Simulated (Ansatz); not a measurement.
## What strain tensor (xx, yy, zz, yz, xz, xy) = (−0.43, +0.78, +1.84, −0.53, +0.62, +0.93) % does to VBiO4

The parent structure is VBiO₄ (space group I4_1/a, No. 88; a = 5.1210 Å, c = 11.6231 Å). Axes: x, y, z lie along a, b, c of the conventional cell.

Now apply this change: the symmetric strain tensor [-0.0043 0.0092 0.0062; 0.0092 0.0078 -0.0053; 0.0062 -0.0053 0.0184]; the atoms relax in the strained cell.

Computed with r2SCAN (Ansatz, an electronic-structure program, PAW, no spin-orbit coupling), earlier PAW set. Γ-centred 7×7×7 mesh, Fermi–Dirac width 0.05 eV.

The volume per atom grows by 0.28 Å³ (12.70 Å³ → 12.98 Å³) and the space group becomes P-1 (No. 2) (base: I4_1/a (No. 88)). The shortest interatomic distance decreases by 2.2 pm (172.3 pm → 170.1 pm) and the energy increases by 4.4 meV/atom. The pressure (mean of the normal stresses, compression positive) goes from zero to -2.07 GPa and the band gap increases by 0.07 eV (2.48 eV → 2.55 eV) (an upper bound: an edge found on the path is not a true extremum; the changed cell). The largest internal atomic displacement is 0.084 Å and the stress (xx, yy, zz, yz, xz, xy; compression positive) is (-1.24, -2.15, -2.80, 0.20, -0.34, -1.47) GPa.

Final structure:

```
VBiO4
1.0
   -2.49009     2.52601     5.88916
    2.56157    -2.58761     5.94779
    2.53746     2.63498    -5.91630
Bi V O
2 2 8
Direct
  0.75432   0.25147   0.51383
  0.99568   0.99853   0.98617
  0.24989   0.74507   0.50134
  0.50011   0.50493   0.99866
  0.08375   0.96100   0.39869
  0.57863   0.69220   0.61550
  0.71729   0.83618   0.39927
  0.44152   0.33648   0.61334
  0.66625   0.28900   0.10131
  0.17137   0.55780   0.88450
  0.03271   0.41382   0.10073
  0.30848   0.91352   0.88666
```

Cost of the whole job for the changed cell (relaxation, final SCF and bands): roughly 26 core-minutes.

Spin-orbit coupling, missing from the scalar runs, can matter with Bi. Stability against distortions was not tested. Seeded moments were not kept for the base. The final runs are not spin-polarised.
